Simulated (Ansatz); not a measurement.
**TiSi2: uniaxial strain ε_xx = +4.78 %**

The parent structure is TiSi2 (space group Cmcm, No. 63; a = 3.515 Å, b = 13.348 Å, c = 3.557 Å). Axes: x, y, z lie along a, b, c of the conventional cell.

It is then changed as follows: the cell is stretched by 4.78 % along x with no lateral relaxation; the atoms relax in the strained cell.

The values are results of plane-wave PAW DFT at the PBEsol level (Ansatz, a first-principles code, 420 eV), no spin-orbit coupling, not measurements. k-mesh 14×14×13 (Γ-centred); smearing 0.05 eV (Fermi–Dirac).

| quantity | base | changed | shift |
|---|---|---|---|
| volume per atom | 13.91 Å³ | 14.57 Å³ | +0.66 Å³ |
| space group | Cmcm (No. 63) | Cmcm (No. 63) | – |
| shortest interatomic distance | 2.394 Å | 2.409 Å | +0.015 Å |
| energy relative to the base (free energy F) | 0 meV/atom | +26 meV/atom | +26 meV/atom |
| pressure (mean of the normal stresses, compression positive) | 0.0 GPa | -6.4 GPa | -6.4 GPa |
| band gap | zero | zero | – |
| largest internal atomic displacement | – | 0.013 Å | – |
| stress (xx, yy, zz, yz, xz, xy; compression positive) (rough) | – | (-11.7, -2.8, -4.6, 0.0, 0.0, 0.0) GPa | – |

Cost of the whole job for the changed cell (relaxation, final SCF and bands): about 2.6 core-minutes (a rough figure).

Without a gap, meshes like the base's 14×14×13 leave anisotropic stresses uncertain by several tenths of a GPa, and small strain energies with them. Whether these cells are dynamically stable was not tested. All final runs are without spin polarisation.
